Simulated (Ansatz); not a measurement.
AlBiO3 (Pm-3m, No. 221, 5 atoms in the cell; start mp-23080; idealised structure) was calculated with G0W0@PBEsol+SOC (Ansatz, an electronic-structure program, plane waves, hard PAW, contour deformation, complete-basis limit, spin–orbit shift from PBEsol).

Settings: largest k mesh 8×8×8 (not extrapolated in the mesh).

Cell (relaxed with PBEsol):

```cif
data_AlBiO3
_chemical_formula_sum 'Al1 Bi1 O3'
_space_group_name_H-M_alt 'P 1'
_space_group_IT_number 1
_cell_length_a 3.75401
_cell_length_b 3.75401
_cell_length_c 3.75401
_cell_angle_alpha 90.000
_cell_angle_beta 90.000
_cell_angle_gamma 90.000
loop_
_space_group_symop_operation_xyz
  'x, y, z'
loop_
_atom_site_label
_atom_site_type_symbol
_atom_site_fract_x
_atom_site_fract_y
_atom_site_fract_z
_atom_site_occupancy
Al1 Al 0.50000 0.50000 0.50000 1
Bi1 Bi 0.00000 0.00000 0.00000 1
O1 O 0.50000 0.00000 0.50000 1
O2 O 0.00000 0.50000 0.50000 1
O3 O 0.50000 0.50000 0.00000 1
```

**Question.** What does this level give for the band gap?

**Answer.** 
- band gap = 2.29 eV

Note: filled d or f shells below the valence bands can shift G0W0 gaps through exchange with them, which wasn't tested here; spin–orbit coupling enters as the shift of the gap found with a semilocal functional.

The computed numbers hold no vibrational or temperature effects.

A start named mp-… is a Materials Project structure, which need not be a measured phase.
